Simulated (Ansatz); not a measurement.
Abridged Ansatz (a program for electronic structure) output:

```
Pseudopotential: La, paw, valence charge 11
Pseudopotential: Te, paw, valence charge 16
Pseudopotential: Cl, paw, valence charge 7
Crystal: 6 atoms, lattice volume = 164.471 Å³
Basis set: ecut = 420 eV, 3267 PW (Γ), exchange–correlation on 60×60×120 points (8 copies of the dense FFT grid, shifted against one another)
Bands: 40, of which v1, the nominal top of the filled ones, is band 34 counted from 1 (33 counted from 0)
Symmetry: 16 space group operations
k-points: 45 of 256
Functional: x = pbesol(κ = 0.804, μ = 0.12345679012345678), c = pbesol(β = 0.046)
SCF iter   1: F=—  HF=-28259.174373 eV  |F-HF|=—  |Δ(HF+E_count)|=         —  Δρ=5.09e-3  dr2=5.32e-2  ethr=1.77e-3  ⟨swp⟩=7.1  Hψ=7485  notcnv=0
SCF iter   2: F=—  HF=-28259.161713 eV  |F-HF|=—  |Δ(HF+E_count)|=   1.27e-2  Δρ=2.42e-3  dr2=8.10e-3  ethr=7.83e-5  ⟨swp⟩=3.5  Hψ=3550  notcnv=0  defer=7
SCF 1 converged in 9 iterations: F = -28259.163326 eV  dr2 = 1.40e-10
SCF converged after 9 iterations
Free energy (F): -28259.163326 eV
Internal energy: -28259.163224 eV  (E = F + TS)
E sigma→0 (E₀):  -28259.163275 eV
Entropy (-TS):   -0.000102 eV (-0.017 meV/atom)
Fermi energy:    10.133795 eV
--- Forces (eV/Å), atoms counted from 1 ---
  atom   1  La     0.00000000     0.00000000     0.00199670
  atom   2  La     0.00000000     0.00000000    -0.00199670
  atom   3  Te     0.00000000     0.00000000     0.00053369
  atom   4  Te     0.00000000     0.00000000    -0.00053369
  atom   5  Cl     0.00000000     0.00000000    -0.00000000
  atom   6  Cl     0.00000000     0.00000000     0.00000000
--- Stress (GPa, compression-positive) ---
        0.005740       0.000000       0.000000
        0.000000       0.005740       0.000000
        0.000000       0.000000       0.002101
  P = ⅓ Tr σ = 0.0045 GPa (0.045 kbar)
```

Question: What was computed, and what are the main results?

Answer: LaTeCl, 6 atoms in the cell, with DFT with PBEsol, PAW potentials and a 420 eV plane-wave cutoff in Ansatz, spin-orbit coupling left out. The last SCF converged to F = -28259.163326 eV, or -4709.8606 eV per atom, at a pressure of 0.00 GPa. The total energy compares only with runs of the same code, potentials and settings.

Spin-orbit coupling, missing from the scalar runs, can matter with Te. No phonon test of stability was made. The cell is LaTeCl (space group P4/nmm, No. 129; a cell from a computed database, its experimental status unchecked).
